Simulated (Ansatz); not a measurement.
Functionals compared on a constructed model of the (100) surface of fcc Al, a pseudomorphic layer of Os in the host's stacking (bottom of the slab: a bare face, its two planes held), in Ansatz (plane waves, PAW). The structure was relaxed with PBE; the other rows are single points on it. Cutoff 420 eV (500 eV for r2SCAN).

Set-up: 7 atoms, 12.0 Å thick at the start; mesh 13x13x1; 0.1 eV smearing; dipole correction on; 2 atoms held, the rest relaxed; symmetry of the start imposed; no spin, no spin-orbit, no U. It is one candidate, not shown to be the stable structure of the face. These notes are the PBE run's.

```csv
functional,work function of the top face (eV),rough cost of the single point
PBE,5.14,–
RPBE,4.99,roughly 7 core-seconds
r2SCAN,…,around 18 core-seconds (rough)
```

Q: Complete the blanks.

A: 
- r2SCAN, work function of the top face (eV): 5.16

Ansatz is a first-principles code.
